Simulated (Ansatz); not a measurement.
An Ansatz (a quantum-chemistry and plane-wave program) input (Ansatz, PBEsol, PAW, cutoff 420 eV, no spin-orbit coupling, earlier PAW set):

Ansatz 0.2 input:
```yaml
crystal:
  lattice:
    - [-1.6409637851, 1.6409637851, 1.6409637851]
    - [1.6409637851, -1.6409637851, 1.6409637851]
    - [1.6409637851, 1.6409637851, -1.6409637851]
  atoms:
    - { symbol: Ta, position: [0, 0, 0] }
basis: { ecutwfc: 420, ecutrho_ratio: 4, xc_grid: 2, fft_grid_basis: typed }
kpoints: { mp_grid: { grid: [20, 20, 20] } }
hamiltonian:
  xc: pbesol
  dispersion: none
  pseudopotentials: { azcp: { folder: ./paw }, kind: paw }
scf: { occupations: { method: fermi_dirac, width: 0.05 }, convergence: { dr2_threshold: 0.0000000001 } }
output: { forces: true, stress: true }
```

Problem. Which symmetry and how many k-points will the program report, and about how many plane waves at Γ?

Solution. Space group Im-3m (ITA 229) with 48 operations, k-points 256 of 8000, and 369 plane waves at Γ.

No phonon test of stability was made. All final runs are without spin polarisation. The cell is Ta in the bcc (W type) structure (space group Im-3m, No. 229).
